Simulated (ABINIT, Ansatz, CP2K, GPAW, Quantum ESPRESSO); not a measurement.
**NiTeSe (P3m1, 3 atoms in the cell) computed with different codes at matched settings**

Self-consistent single point.

```
CELL_PARAMETERS angstrom
      3.67925     0.00000     0.00000
     -1.83963     3.18632     0.00000
      0.00000     0.00000     5.10108
ATOMIC_POSITIONS crystal
  Ni 0.00000 0.00000 0.01287
  Te 0.66667 0.33333 0.74931
  Se 0.33333 0.66667 0.23782
```

All programs got the same cell, k-point mesh and kind of occupations (in Ansatz's words: kpoints.mp_grid.grid = 7 7 5; scf.occupations.method = fermi_dirac; scf.occupations.width = 0.1 eV); potentials, basis and cutoffs are each program's usual ones.

| code | model | pressure (GPa) | largest force (eV/Å) | k-points | cutoff |
|---|---|---|---|---|---|
| ABINIT | PBEsol, norm-conserving pseudopotentials (PseudoDojo nc-sr-04 PBEsol standard) | -0.27 | 0.259 | 32 | 49 Ha |
| Quantum ESPRESSO | PBEsol, PSlibrary ultrasoft (PBE) pseudopotentials | 0.50 | 0.354 | 32 | 50 Ry |
| Ansatz | PBEsol, PAW files made with PBE | -0.20 | 0.256 | 32 | 420 eV |
| CP2K | PBEsol, GPW, DZVP-MOLOPT-PBE-GTH basis, GTH-PBE potentials (POTENTIAL_UZH) | 2.93 | 0.537 | 123 | grid 600 Ry |
| GPAW | PBEsol, GPAW PAW datasets PBEsol (made by gpaw-setup) | -0.12 | 0.248 | 32 | 800 eV |

Size of the force on each atom (eV/Å): Sizes of forces hide their directions.

```
code                Ni1    Te2    Se3
----------------  -----  -----  -----
ABINIT            0.133  0.259  0.127
Quantum ESPRESSO  0.150  0.354  0.204
Ansatz            0.134  0.256  0.122
CP2K              0.270  0.537  0.313
GPAW              0.060  0.248  0.186
```

The spread over the programs that give each value: pressure within 3.20 GPa; largest force within 0.289 eV/Å.

The starting cell comes from a database of computed structures (which also holds hypothetical and non-ambient phases and stackings), without a prior relaxation at this level. Its lattice was rescaled by a random factor within 2.5 % of one. On Ansatz's run: Spin-orbit coupling is off. Spin polarisation is off, so a magnetic state, if there is one, cannot be reached.

### Question
Why do the programs differ, and what cannot be compared?

### Answer
Differences of this kind can come from the potentials, where these differ, and from what each basis and cutoff leave unconverged. The valence holds different numbers of electrons (ABINIT 50, Quantum ESPRESSO 22, Ansatz (a program for electronic structure) 50, CP2K 30, GPAW 28). The zero of total energies and Fermi levels follows the potentials and each program's conventions, so they are not compared here. CP2K uses small atom-centred bases, whose incompleteness enters pressures, forces and empty levels differently from a plane-wave cutoff. Ansatz's pressure is given at a fixed set of plane waves, as the other plane-wave codes print theirs; with its correction for the finite basis it is -0.16 GPa. The programs reduce the same mesh by symmetry to different extents, which changes the work and not the result. In the pressure, CP2K (by 3.09) lies more than 1 GPa from the median of the plane-wave programs. In the force vectors, Quantum ESPRESSO (by 0.097) and CP2K (by 0.280) lie more than 0.08 eV/Å from the median of the plane-wave programs.

Keys are those of Ansatz 0.2.
